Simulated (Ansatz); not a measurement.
The reference is ZnS in the zinc blende structure (space group F-43m, No. 216; a = 5.3891 Å). Axes: x, y, z lie along the cube axes.

Calculations: Kohn–Sham DFT with the r2SCAN functional, run in Ansatz (a quantum-chemistry and plane-wave program) with PAW and 500 eV plane waves, spin-orbit coupling left out.

Strains are applied to the cell and any free atomic positions relax.

One change was made to it. Results:

| quantity | base | after |
|---|---|---|
| energy relative to the base (free energy F) | 0 meV/atom | +4.9 meV/atom |
| valley order (the lowest conduction-band minima on the path, energy above the VBM, named in the base's zone) | Γ 2.70 eV; X along ⟨100⟩ 3.71 eV; L along ⟨111⟩ 3.82 eV | Γ 2.56 eV; X along [001] 3.46 eV; L along [1-1-1] 3.54 eV; X along [010] 3.59 eV |
| valence-band top at Γ (three highest levels, from the VBM) | 0.00, 0.00, 0.00 eV | 0.00, -0.12, -0.22 eV |

Task: Which change produced these results?
A. tensor shear ε_xy = +2.00 %
B. tensor shear ε_xy = +0.57 %
C. tensor shear ε_xy = +1.14 %
D. tensor shear ε_xy = +0.86 %
E. tensor shear ε_xy = +1.71 %

Result: A, tensor shear ε_xy = +2.00 %. For comparison, the valley order in the other runs: tensor shear ε_xy = +0.57 % gives Γ 2.67 eV; X along [001] 3.66 eV; X along [010] 3.67 eV; L along [1-11] 3.75 eV; tensor shear ε_xy = +0.86 % gives Γ 2.65 eV; X along [001] 3.63 eV; X along [010] 3.66 eV; L along [1-11] 3.70 eV; tensor shear ε_xy = +1.14 % gives Γ 2.63 eV; X along [001] 3.59 eV; X along [010] 3.64 eV; L along [1-11] 3.67 eV; tensor shear ε_xy = +1.71 % gives Γ 2.59 eV; X along [001] 3.50 eV; L along [1-1-1] 3.59 eV; X along [010] 3.61 eV.

The levels and masses belong to the bands next to the band gap. No phonon test of stability was made.
